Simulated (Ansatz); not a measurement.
# CdO in the rock salt structure (space group Fm-3m, No. 225)

```cif
data_Cd4O4
_chemical_formula_sum 'O4 Cd4'
_space_group_name_H-M_alt 'Fm-3m'
_space_group_IT_number 225
_space_group_name_Hall '-F 4 2 3'
_cell_length_a 4.76759
_cell_length_b 4.76759
_cell_length_c 4.76759
_cell_angle_alpha 90.000
_cell_angle_beta 90.000
_cell_angle_gamma 90.000
loop_
_atom_site_label
_atom_site_type_symbol
_atom_site_symmetry_multiplicity
_atom_site_Wyckoff_symbol
_atom_site_fract_x
_atom_site_fract_y
_atom_site_fract_z
_atom_site_occupancy
O1 O 4 a 0.00000 0.00000 0.00000 1
Cd1 Cd 4 b 0.50000 0.50000 0.50000 1
```
(The calculation used a cell of 2 atoms; values per cell refer to that cell.)

All numbers come from Kohn–Sham DFT with the PBE functional, run in Ansatz (a quantum-chemistry and plane-wave program) with PAW and 420 eV plane waves, no SOC. Settings: 12×12×12 k-points, 0.05 eV Fermi–Dirac smearing.

```json
{
  "volume_per_atom": "13.55 Å³",
  "density": "7.87 g/cm³",
  "band_gap": "zero",
  "total_energy": "-4410.720 eV/atom (σ→0; compares only within this code and set-up)"
}
```

Stability against distortions was not tested. All final runs are without spin polarisation. A zero or small gap of CdO can be the functional's error rather than a property of the material.
